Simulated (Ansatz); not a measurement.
**InP: response to strain**

Take InP in the zinc blende structure (space group F-43m, No. 216; a = 5.907 Å) as the base. Axes: x, y, z lie along the cube axes.

Strains are applied to the cell and any free atomic positions relax.

All numbers come from r2SCAN/PAW in Ansatz (a first-principles code), no spin-orbit coupling.

Notes on the quantities. energy relative to the base: free energy F; pressure: mean of the normal stresses, compression positive.

```
case                            energy relative to the base  volume per atom  pressure  band gap
------------------------------  ---------------------------  ---------------  --------  --------
base                                             0 meV/atom         25.76 Å³  0.00 GPa   1.03 eV
uniaxial strain ε_zz = −3.00 %                +7.2 meV/atom         24.99 Å³  2.20 GPa   1.11 eV
uniaxial strain ε_zz = −2.50 %                          [?]         25.12 Å³  1.81 GPa   1.09 eV
uniaxial strain ε_zz = −2.00 %                +3.2 meV/atom         25.25 Å³  1.43 GPa   1.08 eV
uniaxial strain ε_zz = −1.50 %                +1.8 meV/atom         25.38 Å³  1.06 GPa   1.07 eV
uniaxial strain ε_zz = −1.00 %                +0.8 meV/atom         25.51 Å³  0.70 GPa   1.05 eV
uniaxial strain ε_zz = −0.50 %                +0.2 meV/atom         25.63 Å³       [?]   1.04 eV
```

Fill in the withheld entries from the trend.


- uniaxial strain ε_zz = −2.50 %, energy relative to the base: +5.0 meV/atom
- uniaxial strain ε_zz = −0.50 %, pressure: 0.35 GPa

Stability against distortions was not tested.
